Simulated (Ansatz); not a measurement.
Take SrO in the rock salt structure (space group Fm-3m, No. 225) as the base.

```
CELL_PARAMETERS angstrom
      0.00000     2.56121     2.56121
      2.56121     0.00000     2.56121
      2.56121     2.56121     0.00000
ATOMIC_POSITIONS crystal
  Sr 0.00000 0.00000 0.00000
  O  0.50000 0.50000 0.50000
```

Cartesian axes are those of the cell as printed.

Calculations: Kohn–Sham DFT with the PBEsol functional, run in Ansatz (a quantum-chemistry and plane-wave program) with PAW and 420 eV plane waves, no spin-orbit coupling.

Strains are applied to the cell and any free atomic positions relax.

One change was made to it. Results:

The energy rises by 9.9 meV/atom; the band gap falls by 0.19 eV, from 3.20 eV to 3.01 eV; the electron mass goes from 1.2 mₑ along k, 0.39 mₑ across (at X) to 1.2 mₑ along k, 0.38 mₑ across (at X).

What was done to the base?
A) uniaxial strain ε_zz = +1.00 %
B) uniaxial strain ε_zz = −2.00 %
C) uniaxial strain ε_zz = −0.50 %
D) uniaxial strain ε_zz = −1.00 %
E) uniaxial strain ε_zz = −3.00 %

E, uniaxial strain ε_zz = −3.00 %. For comparison, the band gap in the other runs: uniaxial strain ε_zz = +1.00 % gives 3.18 eV; uniaxial strain ε_zz = −1.00 % gives 3.14 eV; uniaxial strain ε_zz = −0.50 % gives 3.17 eV; uniaxial strain ε_zz = −2.00 % gives 3.07 eV.

Effective masses come from finite differences of ±0.01 Å⁻¹. Along k means along the line from Γ to the band edge. Stability against distortions was not tested.
